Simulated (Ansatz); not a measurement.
SrTe in the rock salt structure (space group Fm-3m, No. 225)

```yaml
crystal:
  lattice:
    - [0.00000, 3.30333, 3.30333]
    - [3.30333, 0.00000, 3.30333]
    - [3.30333, 3.30333, 0.00000]
  atoms:
    - { symbol: Sr, position: [0.00000, 0.00000, 0.00000] }
    - { symbol: Te, position: [0.50000, 0.50000, 0.50000] }
```

Level of theory: Kohn–Sham DFT with the PBEsol functional, run in Ansatz (an electronic-structure program) with PAW and 420 eV plane waves, scalar-relativistic without spin-orbit coupling. Γ-centred 9×9×9 mesh, Fermi–Dirac width 0.05 eV.

```yaml
volume_per_atom: 36.05 Å³
density: 4.96 g/cm³
band_gap: 1.57 eV, indirect, Γ → X
electron_mass: 1.3 mₑ along k, 0.24 mₑ across
Hole mass (degenerate bands, along [100]): 0.14, 0.85, 0.85 mₑ
Lowest conduction-band minima above the VBM: X along ⟨100⟩ 1.57 eV; Γ 2.82 eV
total_energy: -5198.606 eV/atom (σ→0; compares only within this code and set-up)
```

Spin-orbit coupling, missing from the scalar runs, can matter with Te. Effective masses come from finite differences of ±0.01 Å⁻¹. Along k means along the line from Γ to the band edge. Stability against distortions was not tested.
